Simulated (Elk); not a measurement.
A self-consistent single point of Sn (I4_1/amd, 2 atoms in the cell) with Elk

Method: Elk with PBE, all-electron FP-LAPW, Elk's shipped species files, APW+lo basis with extra local orbitals.

Input as run:

```
tasks
  0

xctype
  20

tforce
  .true.

rgkmax
  7.5

gmaxvr
  18.0

lmaxapw
  10

lmaxo
  8

nxlo
  2

lorbcnd
  .true.

lradstp
  2

nrmtscf
  2.0

lmaxi
  4

swidth
  0.00499791

maxscl
  100

avec
   -5.5743934909    5.5743934909    3.0322129656
    5.5743934909   -5.5743934909    3.0322129656
    5.5743934909    5.5743934909   -3.0322129656

atoms
  1
  'Sn.in'
  2
  0.7500000000  0.2500000000  0.5000000000    0.0 0.0 0.0
  0.0000000000  0.0000000000  0.0000000000    0.0 0.0 0.0

ngridk
  9 9 9
```

The program printed (abridged):

```
│ Elk code version 10.2.4 │

All units are atomic (Hartree, Bohr, etc.)

│ Ground-state run starting from atomic densities │

Lattice vectors :
  -5.574393491       5.574393491       3.032212966
   5.574393491      -5.574393491       3.032212966
   5.574393491       5.574393491      -3.032212966

Unit cell volume      :    376.8902786
Brillouin zone volume :   0.6581496726

Muffin-tin inner radius fraction :   0.1000000000E-01

Nuclei treated as point charges

Species :    1 (Sn)
 parameters loaded from : Sn.in
 name : tin
 nuclear charge    :   -50.00000000
 electronic charge :    50.00000000
 atomic mass :    216395.0920
 muffin-tin radius :    2.600000000
 number of radial points in muffin-tin :   1199
 atomic positions (lattice), magnetic fields (Cartesian) :
   1 :   0.37500000  0.12500000  0.25000000    0.00000000  0.00000000  0.00000000
   2 :  -0.37500000 -0.12500000 -0.25000000    0.00000000  0.00000000  0.00000000

Total number of atoms per unit cell :    2

Spin treatment :
 spin-unpolarised

Number of Bravais lattice symmetries :   16
Number of crystal symmetries         :   16
Crystal has inversion symmetry
Real symmetric eigensolver will be used

k-point grid :      9     9     9
k-point offset :    0.000000000       0.000000000       0.000000000
k-point set is reduced with full crystal symmetry group
Total number of k-points :       75

Muffin-tin radius times maximum |G+k| :    7.500000000
 using average radius
Maximum |G+k| for APW functions       :    2.884615385
Maximum (1/2)|G+k|²                   :    4.160502959
Maximum |G| for potential and density :    18.00000000
 potential will be trimmed for |G| > 2 gkmax
Constant for pseudocharge density :   12
Radial integration step length :    2

G-vector grid sizes :     49    49    49
Number of G-vectors :    37141

Maximum angular momentum used for
 APW functions                      :   10
 outer part of muffin-tin           :    8
 inner part of muffin-tin           :    4

Total nuclear charge    :   -100.0000000
Total core charge       :    60.00000000
Total valence charge    :    40.00000000
Total excess charge     :    0.000000000
Total electronic charge :    100.0000000

Effective Wigner radius, rₛ :   0.9654032920

Number of empty states         :    8
Total number of valence states :   28
Total number of core states    :   60

Conduction state local-orbitals added automatically
Total number of local-orbitals :  228

Exchange-correlation functional :     20     0     0
 Perdew-Burke-Ernzerhof, Phys. Rev. Lett. 77, 3865 (1996)
 gradient requirement :    1
 generalised gradient approximation (GGA)

Smearing type :    3
 Fermi-Dirac
Smearing width :   0.4997910000E-02
Effective electronic temperature (K) :    1578.215154

Mixing type :    3
 Broyden mixing, J. Phys. A: Math. Gen. 17, L317 (1984)

Kohn-Sham potential initialised from atomic data

│ Self-consistent loop started │
│ Loop number : 1 │
 total energy                :     -12365.3847711
│ Loop number : 2 │
 total energy                :     -12365.3666043
RMS change in Kohn-Sham potential (target) :   0.6953902348E-01 (  0.1000000000E-05)
Absolute change in total energy (target)   :   0.1816680390E-01 (  0.1000000000E-03)
│ Loop number : 3 │
 total energy                :     -12365.0305898
RMS change in Kohn-Sham potential (target) :   0.6614422272E-01 (  0.1000000000E-05)
Absolute change in total energy (target)   :   0.3405561703     (  0.1000000000E-03)
│ Loop number : 4 │
 total energy                :     -12361.5532088
RMS change in Kohn-Sham potential (target) :   0.3192932342E-01 (  0.1000000000E-05)
Absolute change in total energy (target)   :    3.562520074     (  0.1000000000E-03)
│ Loop number : 5 │
 total energy                :     -12359.3194926
RMS change in Kohn-Sham potential (target) :   0.1021254794E-01 (  0.1000000000E-05)
Absolute change in total energy (target)   :    3.124346241     (  0.1000000000E-03)
│ Loop number : 6 │
 total energy                :     -12358.5045852
RMS change in Kohn-Sham potential (target) :   0.2444212689E-02 (  0.1000000000E-05)
Absolute change in total energy (target)   :    1.595993924     (  0.1000000000E-03)
│ Loop number : 7 │
 total energy                :     -12358.2389907
RMS change in Kohn-Sham potential (target) :   0.9510848645E-04 (  0.1000000000E-05)
Absolute change in total energy (target)   :   0.6645929665     (  0.1000000000E-03)
│ Loop number : 8 │
 total energy                :     -12358.2293658
RMS change in Kohn-Sham potential (target) :   0.4931224598E-04 (  0.1000000000E-05)
Absolute change in total energy (target)   :   0.1757731535     (  0.1000000000E-03)
│ Loop number : 9 │
 total energy                :     -12358.2207042
RMS change in Kohn-Sham potential (target) :   0.2723805951E-04 (  0.1000000000E-05)
Absolute change in total energy (target)   :   0.5260484617E-01 (  0.1000000000E-03)
│ Loop number : 10 │
 total energy                :     -12358.2160709
RMS change in Kohn-Sham potential (target) :   0.2887505602E-05 (  0.1000000000E-05)
Absolute change in total energy (target)   :   0.1778458663E-01 (  0.1000000000E-03)
│ Loop number : 11 │
 total energy                :     -12358.2155988
RMS change in Kohn-Sham potential (target) :   0.2905603275E-06 (  0.1000000000E-05)
Absolute change in total energy (target)   :   0.4918243558E-02 (  0.1000000000E-03)
│ Loop number : 12 │
 total energy                :     -12358.2155943
RMS change in Kohn-Sham potential (target) :   0.1602734113E-06 (  0.1000000000E-05)
Absolute change in total energy (target)   :   0.1234036672E-02 (  0.1000000000E-03)
│ Loop number : 13 │
 total energy                :     -12358.2155959
RMS change in Kohn-Sham potential (target) :   0.3374624584E-07 (  0.1000000000E-05)
Absolute change in total energy (target)   :   0.3069272079E-03 (  0.1000000000E-03)
│ Loop number : 14 │
 total energy                :     -12358.2155950
RMS change in Kohn-Sham potential (target) :   0.1258786470E-07 (  0.1000000000E-05)
Absolute change in total energy (target)   :   0.7755024308E-04 (  0.1000000000E-03)
Convergence targets achieved

│ Loop number : 15 │

Energies :
 Fermi                       :     0.239636485148
 sum of eigenvalues          :     -7461.14008883
 electron kinetic            :      13010.0536176
 core electron kinetic       :      12536.2603873
 Coulomb                     :     -25037.5069941
 Coulomb potential           :     -20039.6010136
 nuclear-nuclear             :     -1046.01813920
 electron-nuclear            :     -27943.3766962
 Hartree                     :      3951.88784132
 Madelung                    :     -15017.7064873
 xc potential                :     -431.592692864
 exchange                    :     -325.370149173
 correlation                 :     -5.38986778777
 electron entropic           :    -0.220117560075E-02
 total energy                :     -12358.2155946

Density of states at Fermi energy :    25.91209073
 (states/Hartree/unit cell)

Estimated indirect band gap :   0.1563897149E-02
 from k-point     53 to k-point     21
Estimated direct band gap   :   0.1147925616E-01
 at k-point     52

Charges :
 core                        :    60.00000000
 valence                     :    40.00000000
 interstitial                :    3.821614361
 muffin-tins (core leakage)
  species :    1 (Sn)
   atom    1                 :    48.08919282     (  0.6617683663E-04)
   atom    2                 :    48.08919282     (  0.6617683663E-04)
 total in muffin-tins        :    96.17838564
 total calculated charge     :    99.99987151
 total charge                :    100.0000000
 error                       :   0.1284854871E-03

│ Self-consistent loop stopped │

Forces :
 species :    1 (Sn)
  atom :    1
   Hellmann-Feynman          :    -0.00000000   -0.00000000    0.00000000
   IBS                       :     0.00000000    0.00000000   -0.00000000
   total force               :     0.00000000    0.00000000    0.00000000
   total magnitude           :     0.00000000
  atom :    2
   Hellmann-Feynman          :     0.00000000    0.00000000    0.00000000
   IBS                       :    -0.00000000    0.00000000    0.00000000
   total force               :     0.00000000    0.00000000    0.00000000
   total magnitude           :     0.00000000
```

The run converged in 15 iterations. The count includes the last loop, which Elk runs after its targets are met.

The starting cell comes from a database of computed structures (which also holds hypothetical and non-ambient phases and stackings), without a prior relaxation at this level. Its lattice was rescaled by a random factor within 2.5 % of one. Values depend on the basis (sphere radii, cutoffs, local orbitals), which need not be converged. The log's line on a gap gives a spacing of levels on this mesh, which the program prints for metals too.

Cost on one core of a shared machine: roughly 70 s.
